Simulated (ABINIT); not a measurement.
Input and output of a self-consistent single point for Ti6O (P-31m, 7 atoms in the cell) (ABINIT).

Level of theory: PBEsol, PAW (JTH v2.0 PBE PAW, files made for PBE) (plane waves; ABINIT).

The change in words: lattice scaled by 0.98. Reference geometry:
```
Ti6O
1.0
    5.10479     0.00000     0.00000
   -2.55240     4.42088     0.00000
    0.00000     0.00000     4.73055
Ti O
6 1
Direct
  0.66886   0.66886   0.26073
  0.33114   0.33114   0.73927
  0.33114   0.00000   0.26073
  0.66886   0.00000   0.73927
  0.00000   0.33114   0.26073
  0.00000   0.66886   0.73927
  0.00000   0.00000   0.00000
```

Reference input (self-consistent single point, DFT, PBEsol, plane waves, PAW (JTH v2.0 PBE PAW, files made for PBE)): pseudos = [Ti.GGA_PBE-JTH.xml, O.GGA_PBE-JTH.xml]; ecut = 816 eV; pawecutdg = 1633 eV; pawxcdev = 0; ixc = -116133; occopt = 7; tsmear = 0.00183747 Ha; ngkpt = 5 5 5; nshiftk = 1; shiftk = 0 0 0; potentials = JTH v2.0 PBE PAW; nband = 49. This run's input differs from it in these lines:

```diff
@@ -5,5 +5,5 @@
 rprim
-         9.6466552190   -0.0000000453    0.0000000000
-        -4.8233275703    8.3542485039    0.0000000000
-         0.0000000000    0.0000000000    8.9394439188
+         9.4537214456    0.0000000231    0.0000000000
+        -4.7268607428    8.1871629207    0.0000000000
+         0.0000000000    0.0000000000    8.7606550405
 natom 7
```

Output (repeated stretches shortened):

```
--- !BeginCycle
solver: {iscf: 17, nstep: 50, nline: 4, wfoptalg: 10, }
tolerances: {toldfe: 1.00E-09, }
...

     iter   Etot(hartree)      deltaE(h)  residm     nres2
 ETOT  1  -363.31120374591    -3.633E+02 6.061E+00 2.079E+01
 ETOT  2  -368.02125238366    -4.710E+00 1.048E-01 1.444E+02
 ETOT  3  -368.01204037031     9.212E-03 6.407E-02 1.297E+02
 ETOT  4  -367.80326214319     2.088E-01 3.812E-02 8.204E+00
 ETOT  5  -367.79347441798     9.788E-03 7.740E-03 2.688E-01
   [... 5 lines left out ...]
 ETOT 11  -367.79412108615     1.903E-09 8.891E-04 4.327E-05
 ETOT 12  -367.79412105381     3.234E-08 1.466E-03 3.507E-07
 ETOT 13  -367.79412105477    -9.629E-10 4.080E-04 3.248E-08
 ETOT 14  -367.79412105483    -6.082E-11 1.254E-03 9.417E-09
 At SCF step   14, etot is converged :
  for the second time, diff in etot=  6.082E-11 < toldfe=  1.000E-09

 Cartesian components of stress tensor (hartree/bohr^3)
  sigma(1 1)= -1.74890304E-04  sigma(3 2)=  0.00000000E+00
  sigma(2 2)= -1.74890304E-04  sigma(3 1)=  0.00000000E+00
  sigma(3 3)= -1.75739882E-04  sigma(2 1)= -1.68263152E-14

 ----iterations are completed or convergence reached----

 reduced coordinates (array xred) for    7 atoms
       0.668860000000      0.668860000000      0.260730000000
       0.331140000000      0.331140000000      0.739270000000
       0.331140000000     -0.000000000000      0.260730000000
       0.668860000000      0.000000000000      0.739270000000
       0.000000000000      0.331140000000      0.260730000000
       0.000000000000      0.668860000000      0.739270000000
   [... lines left out ...]
 Fermi (or HOMO) energy (hartree) =   0.31323   Average Vxc (hartree)=  -0.42830
 Fermi (or HOMO) energy (eV) =   8.52347   Average Vxc (eV)= -11.65475
   [... lines left out ...]
'-kT*entropy'       : -1.90817890832744E-04
total_energy        : -3.67794106085536E+02
total_energy_eV     : -1.00081866021391E+04
...

-Cartesian components of stress tensor (GPa)         [Pressure=  5.1538E+00 GPa]
- sigma(1 1)= -5.14544951E+00  sigma(3 2)=  0.00000000E+00
- sigma(2 2)= -5.14544952E+00  sigma(3 1)=  0.00000000E+00
- sigma(3 3)= -5.17044497E+00  sigma(2 1)= -4.95047202E-10

 Calculation completed.
```

The run converged in 14 iterations. Against the reference run the free energy rises by 3.2 meV/atom, the pressure goes from -4.00 to 5.15 GPa and the largest force goes from 0.096 to 0.186 eV/Å.

The starting cell comes from a database of computed structures (which also holds hypothetical and non-ambient phases and stackings), without a prior relaxation at this level. For this run, on top of that: lattice scaled by 0.98. Spin polarisation is off, so a magnetic state, if there is one, cannot be reached. The potentials were made for another functional than the one used. With a pressure of about 5 GPa the cell is away from its equilibrium volume at this level.

Cost on one core of a shared machine: roughly 4 min.
